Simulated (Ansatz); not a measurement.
# Effect of uniaxial strain ε_zz = +3.00 % on CsSnI3

Base system: CsSnI₃ in the cubic perovskite structure (space group Pm-3m, No. 221; a = 6.0305 Å). Axes: x, y, z lie along the cube axes.

The change: uniaxial strain ε_zz = +3.00 %, all other strain components held at zero; the atoms relax in the strained cell.

Level of theory: LDA in Ansatz (plane waves to 420 eV, PAW, no SOC). Settings: 8×8×8 k-points, 0.05 eV Fermi–Dirac smearing.

| quantity | base | changed | shift |
|---|---|---|---|
| volume per atom | 43.86 Å³ | 45.18 Å³ | +1.32 Å³ |
| space group | Pm-3m (No. 221) | P4/mmm (No. 123) | – |
| shortest interatomic distance | 3.015 Å | 3.015 Å | 0.000 Å |
| energy relative to the base (free energy F) | 0 meV/atom | +5.7 meV/atom | +5.7 meV/atom |
| pressure (mean of the normal stresses, compression positive) | 0.0 GPa | -0.5 GPa | -0.5 GPa |
| band gap | zero | zero | – |
| stress (xx, yy, zz, yz, xz, xy; compression positive) (rough) | – | (-0.2, -0.2, -1.3, 0.0, 0.0, 0.0) GPa | – |

Final structure:

```
CELL_PARAMETERS angstrom
      6.03051     0.00000     0.00000
      0.00000     6.03051     0.00000
      0.00000     0.00000     6.21143
ATOMIC_POSITIONS crystal
  Cs 0.00000 0.00000 0.00000
  Sn 0.50000 0.50000 0.50000
  I  0.50000 0.00000 0.50000
  I  0.00000 0.50000 0.50000
  I  0.50000 0.50000 0.00000
```

Without a gap, meshes like the base's 8×8×8 leave anisotropic stresses uncertain by several tenths of a GPa, and small strain energies with them. With I present, leaving out spin-orbit coupling can change the band edges. No phonon test of stability was made. All final runs are without spin polarisation. Many cubic perovskites are stable only at high temperature; tilts and polar distortions were not tested. Gaps under 0.05 eV, about the width of the smearing, are given as zero. The zero or small gap of CsSnI3 can change with the level of theory.

Ansatz is a program for electronic structure.
